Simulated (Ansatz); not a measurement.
**How far PBE and r2SCAN part for CdTe, pressure 30 GPa**

Start from CdTe in the zinc blende structure (space group F-43m, No. 216; a = 6.619 Å).

(Cell as relaxed with PBE.)

Levels (all Ansatz, a quantum-chemistry and plane-wave program, PAW, earlier PAW set): PBE (420 eV, without spin-orbit coupling); r2SCAN (500 eV, spin-orbit coupling left out).

Each level relaxes its own structure.

```csv
base,PBE,r2SCAN
volume per atom,36.24 Å³,35.26 Å³
lattice parameter a,661.9 pm,655.8 pm
band gap,0.58 eV,1.16 eV
```

One thing is altered: a hydrostatic pressure of 30 GPa.

```csv
quantity,PBE,r2SCAN
shortest interatomic distance,254.1 pm,___
"hole mass (degenerate bands, along [100])","0.11, 0.31, 0.31 mₑ (at Γ)",___
"valley order (the lowest conduction-band minima on the path, energy above the VBM, named in the base's zone)",Γ 1.68 eV; X along ⟨100⟩ 1.78 eV; L along ⟨111⟩ 2.04 eV,___
```

Task: Predict the r2SCAN column.

Result: 
- shortest interatomic distance, r2SCAN: 253.7 pm
- hole mass (degenerate bands, along [100]), r2SCAN: 0.13, 0.30, 0.30 mₑ (at Γ)
- valley order (the lowest conduction-band minima on the path, energy above the VBM, named in the base's zone), r2SCAN: X along ⟨100⟩ 2.05 eV; Γ 2.25 eV; L along ⟨111⟩ 2.48 eV

PBE's shortest interatomic distance lies 0.4 pm above r2SCAN's (0.2 %); they order the valleys differently. Neither level is exact; r2SCAN is the comparison here, not a measurement.

With Te present, leaving out spin-orbit coupling can change the band edges. Load acts through the strain it causes; cell and atoms are relaxed under it. Masses are band curvatures over ±0.01 Å⁻¹ around the edge. Stability against distortions was not tested. Measured, CdTe leaves this structure (for cinnabar) near 3.53 GPa (temperature not stated; as listed in Datta, Sujoy, Jana, Debnarayan, arXiv (2020)), on rising pressure, with hysteresis.
